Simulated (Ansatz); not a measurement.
CsO2 (I4/mmm, No. 139; cell taken from a computed entry), treated with r²SCAN-D4 in Ansatz (PAW).

Settings: plane-wave cutoff 500 eV, 12×12×12 k mesh, Fermi–Dirac smearing 0.05 eV, spin-polarised start, scalar-relativistic PAW data made under PBE.

Computed at the level's own relaxed cell.

Problem. What does this level give for the volume per atom, lattice parameter a and lattice parameter c?

Solution. 
- volume per atom = 22.90 Å³/atom
- lattice parameter a = 4.354 Å
- lattice parameter c = 7.247 Å

Note: the magnetic order was assumed, not searched for or taken from measurement; the relaxation could not lower the start's symmetry, so the cell can be a saddle point above a distorted one.

Spin–orbit coupling is not included.

Computed values are for the static lattice.

Ansatz is a quantum-chemistry and plane-wave program.
